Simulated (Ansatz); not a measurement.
The (311) surface of bcc Ta in its 1x1 cell, outermost plane spacing 0.50 Å in the ideal cut

All values below come from PBE (plane waves to 420 eV, PAW; Ansatz, a quantum-chemistry and plane-wave program).

Slab: 21 atoms, 10.0 Å thick at the start (thin: gaps and levels are the slab's own); k 9x5x1, smearing 0.1 eV, dipole-corrected; all atoms relaxed; held to the part of the start's symmetry that mesh and held atoms allow; no spin, no spin-orbit, no U.

* **surface energy (mean of both faces)**: 2.71 J/m²
* **surface energy before relaxation**: 2.95 J/m²
* **work function of the top face**: 3.81 eV
* **energy released by relaxation**: 1.06 eV
* **cost**: roughly 40 core-minutes
